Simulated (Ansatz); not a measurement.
The starting structures come from a database of crystals and need not be the phases stable at ambient conditions.

 Where the default PAW files enter, the runs use the earlier of Ansatz's two default sets.

Input:

```
CELL_PARAMETERS angstrom
      6.43537     0.00000     0.00000
      1.84389     6.35408     0.00000
      1.10249    -0.31993     3.58776
ATOMIC_POSITIONS crystal
  Ti 0.39058 0.71624 0.80471
  Ti 0.60942 0.28376 0.19529
  Ti 0.80014 0.71040 0.09993
  Ti 0.19986 0.28960 0.90007
  O  0.88330 0.36998 0.05835
  O  0.11670 0.63002 0.94165
  O  0.72386 0.70660 0.63807
  O  0.27614 0.29340 0.36193
  O  0.73438 0.00471 0.13281
  O  0.26562 0.99529 0.86719
  O  0.52698 0.34750 0.73651
  O  0.47302 0.65250 0.26349
```

Space group of this cell: C2/m. The cell is taken as given; by r2SCAN its mean pressure is -5.6 GPa.

Transport runs along the normal of the first two printed cell vectors.

The gap is the functional's own. No spin-orbit coupling. Mid-gap values are interpolated on the energy grid.

Problem. Compute, with Ansatz (an electronic-structure program) with r2SCAN, the band gap and the smallest decay constant κ at mid-gap.

Solution. Gap 3.12 eV on a 8×6×8 mesh; κ = 0.388 1/Å, at (0.167, 0.333) of the in-plane reciprocal vectors. At the zone centre, at the nearest computed energy, the slowest state has κ = 0.40 1/Å.
